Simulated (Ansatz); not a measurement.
Start from TaN in the rock salt structure (space group Fm-3m, No. 225; a = 4.3749 Å; relaxed with 0.1 eV smearing). Axes: x, y, z lie along the cube axes.

The values are results of PBEsol (Ansatz, a quantum-chemistry and plane-wave program; PAW; 420 eV plane waves; no spin-orbit coupling), earlier PAW set, not measurements.

Before the change:

The pressure is 0.0 GPa and the shortest interatomic distance comes out as 2.187 Å.

Modification: tensile biaxial strain of 1.61 % in the plane normal to [110], as in epitaxy on a mismatched substrate; the out-of-plane cell vector and the atoms relax.

Task: What does the calculation give for the ratio −ε⊥/ε∥ after the change?

Result: The ratio −ε⊥/ε∥ is 0.94.

Task: Estimate the effect on the energy relative to the base.

Result: The energy rises by 8.9 meV/atom.

Task: Estimate the effect on the pressure.

Result: The pressure (mean of the normal stresses, compression positive) goes from zero to -5.5 GPa.

Task: Estimate the effect on the shortest interatomic distance.

Result: The shortest interatomic distance hardly moves (2.187 Å against 2.189 Å).

A biaxial case was relaxed in a doubled cell and then solved in the primitive one. Whether these cells are dynamically stable was not tested. The final runs are not spin-polarised. This is not the structure that TaN has at room temperature and ambient pressure.
